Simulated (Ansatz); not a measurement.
**Response to strain in HfC**

The parent structure is HfC in the rock salt structure (space group Fm-3m, No. 225; a = 4.6406 Å; relaxed with 0.1 eV smearing). Axes: x, y, z lie along the cube axes.

Strains are applied to the cell and any free atomic positions relax; under biaxial strain the out-of-plane vector relaxes too; under stress the whole cell relaxes.

Calculations: Ansatz (a program for electronic structure), r2SCAN, PAW, cutoff 500 eV, no SOC.

Notes on the quantities. energy relative to the base: free energy F; pressure: mean of the normal stresses, compression positive.

```json
[
 {"variant": "base", "energy relative to the base": "0 meV/atom", "space group": "Fm-3m (No. 225)", "pressure": "0.0 GPa"},
 {"variant": "biaxial strain +1.53 %, plane normal [110], relaxed out of plane", "energy relative to the base": "+10 meV/atom", "space group": "Immm (No. 71)", "pressure": "-5.4 GPa"},
 {"variant": "biaxial strain −1.62 %, plane normal [111], relaxed out of plane", "energy relative to the base": "+12 meV/atom", "space group": "R-3m (No. 166)", "pressure": "6.4 GPa"},
 {"variant": "isotropic strain −4.59 %", "energy relative to the base": "+0.207 eV/atom", "space group": "Fm-3m (No. 225)", "pressure": "45.3 GPa"},
 {"variant": "isotropic strain −0.45 %", "energy relative to the base": "+1.8 meV/atom", "space group": "Fm-3m (No. 225)", "pressure": "3.4 GPa"},
 {"variant": "uniaxial strain ε_xx = −3.41 %", "energy relative to the base": "+27 meV/atom", "space group": "I4/mmm (No. 139)", "pressure": "9.7 GPa"},
 {"variant": "uniaxial strain ε_yy = −1.02 %", "energy relative to the base": "+2.2 meV/atom", "space group": "I4/mmm (No. 139)", "pressure": "2.6 GPa"},
 {"variant": "uniaxial stress, 0.5 GPa tension along z", "energy relative to the base": "0.0 meV/atom", "space group": "I4/mmm (No. 139)", "pressure": "–"},
 {"variant": "uniaxial stress, 2 GPa tension along z", "energy relative to the base": "+0.3 meV/atom", "space group": "I4/mmm (No. 139)", "pressure": "–"},
 {"variant": "tensor shear ε_yz = −1.37 %", "energy relative to the base": "+5.5 meV/atom", "space group": "Immm (No. 71)", "pressure": "0.0 GPa"}
]
```

A biaxial case was relaxed in a doubled cell and then solved in the primitive one. Stability under load was not tested beyond the relaxation. All final runs are without spin polarisation.
